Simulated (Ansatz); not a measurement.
Consider La-vacancy pair (La on one host Hf site, one O site vacant) in monoclinic HfO2, charge state +1. Calculation: PBE, PAW (plane waves to 420 eV; Ansatz, an electronic-structure program).

96-site cell at the relaxed PBE lattice, the Γ point alone, smearing 0.01 eV, spin-restricted, no finite-size correction. Energies are static. Spin-orbit coupling is left out. The charge state is imposed; whether it is stable for some Fermi level was not computed. Forms of the defect that were not tried may lie lower. The start lies 0.066 eV above the lowest site run (PBE).

Barriers: single points on a 2×2×2 k-point mesh shifted by half a step at the bands' geometries.

The step: a nearby O atom hops onto the vacant site (La-vacancy distance between ideal sites 2.05 → 4.04 Å). Atoms about the jump, Cartesian Å from the middle of the jump, before and after:

| atom | x0 | y0 | z0 | x1 | y1 | z1 |
|---|---|---|---|---|---|---|
| O1 | 0.85 | -0.92 | 0.33 | -0.85 | 0.92 | -0.33 |
| Hf2 | -0.11 | 0.49 | 1.72 | -0.29 | 0.67 | 1.64 |
| O3 | 1.31 | 1.61 | 0.67 | 1.44 | 1.60 | 0.67 |
| La4 | 0.19 | 2.84 | -1.05 | 0.20 | 2.87 | -1.05 |
| Hf5 | 2.49 | 0.16 | -0.67 | 2.62 | 0.28 | -0.73 |
| O6 | -1.88 | -0.40 | 1.08 | -1.98 | -0.49 | 1.34 |
| O7 | -1.46 | -1.18 | -1.46 | -1.56 | -1.45 | -1.37 |
| Hf8 | -2.90 | 0.06 | -0.72 | -2.68 | 0.13 | -0.64 |
| O9 | 1.31 | -0.89 | -2.32 | 1.27 | -0.88 | -2.16 |
| Hf10 | 0.23 | -2.42 | -1.10 | 0.16 | -2.52 | -1.26 |
| O11 | 1.91 | 1.58 | -2.15 | 1.96 | 1.60 | -2.20 |
| O12 | -0.65 | 1.95 | -3.06 | -0.56 | 2.08 | -3.17 |
| O13 | -1.33 | 2.11 | 2.11 | -1.39 | 2.19 | 2.22 |
| Hf14 | 0.69 | 0.60 | -3.77 | 0.68 | 0.62 | -3.75 |
| O15 | 0.49 | -0.92 | 3.02 | 0.47 | -0.87 | 2.90 |
| O16 | 1.39 | -3.43 | 0.56 | 1.13 | -2.88 | 0.56 |
| O17 | 3.24 | -0.52 | 1.24 | 3.09 | -0.52 | 1.17 |

**Question.** Predict the transition state.

**Answer.** 
```tsv
atom	x	y	z
O1	-0.09	0.32	-0.35
Hf2	-0.17	0.61	1.66
O3	1.53	1.76	0.76
La4	0.20	2.78	-0.99
Hf5	2.46	0.25	-0.70
O6	-1.98	-0.42	1.27
O7	-1.64	-1.49	-1.40
Hf8	-2.73	0.04	-0.66
O9	1.30	-0.93	-2.29
Hf10	0.15	-2.45	-1.23
O11	1.96	1.58	-2.20
O12	-0.58	2.02	-3.10
O13	-1.33	2.18	2.09
Hf14	0.68	0.60	-3.76
O15	0.48	-0.90	2.91
O16	1.15	-2.91	0.55
O17	3.04	-0.51	1.20
```
It lies 1.49 eV above the start and 0.61 eV above the end. The saddle point's order was not checked.
